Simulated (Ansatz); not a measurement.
Base system: WSe2 in the 2H-MoS2 type structure (space group P6_3/mmc, No. 194; a = 3.230 Å, c = 12.411 Å; layered, stacked along the Cartesian z axis).

Calculations: PBEsol-D3(BJ) (Ansatz, an electronic-structure program; PAW; 420 eV plane waves; no SOC), earlier PAW set.

One change was made to it. Results:

```csv
quantity,base,after
band gap,0.67 eV,zero
lattice parameter a,3.230 Å,3.371 Å
```

**Question.** Which of these changes matches the shifts?
A. W → C
B. W → Re
C. W → Ta

**Answer.** C, W → Ta. For comparison, the lattice parameter a in the other runs: W → C gives 2.980 Å; W → Re gives 3.116 Å.

With W present, leaving out spin-orbit coupling can change the band edges. Whether these cells are dynamically stable was not tested. As relaxed here, Se2C and ReSe2 are hypothetical phases, not in the database extracts checked. All final runs are without spin polarisation. ReSe2 has a high density of states at the Fermi level and may be magnetic at this level.
